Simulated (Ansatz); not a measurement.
The starting structures come from a database of crystals and need not be the phases stable at ambient conditions.

By PBEsol, the system below comes out a metal.

Without scattering a metal conducts by its projected Fermi surface.

Here is the system:

```xyz
3
Lattice="5.0616 0.0000 0.0000 -2.5308 4.3835 0.0000 0.0000 0.0000 3.1480" Properties=species:S:1:pos:R:3 pbc="T T T"
Hf     2.5308     1.4612     1.5740
Hf     0.0000     2.9223     1.5740
Hf     0.0000     0.0000     0.0000
```

Space group of this cell: P6/mmm. The cell is strained (all lengths scaled by 1.02); by PBEsol its mean pressure is -8.4 GPa.

The current flows along the normal of the first two printed cell vectors, the (001) plane of the conventional cell. No spin-orbit coupling; the value is a mean over 0.1 eV about the Fermi level.

Q: Give the ballistic conductance per area that PBEsol (Ansatz, a quantum-chemistry and plane-wave program) yields.

A: 0.46 × 10¹⁵ S/m² for both spins.
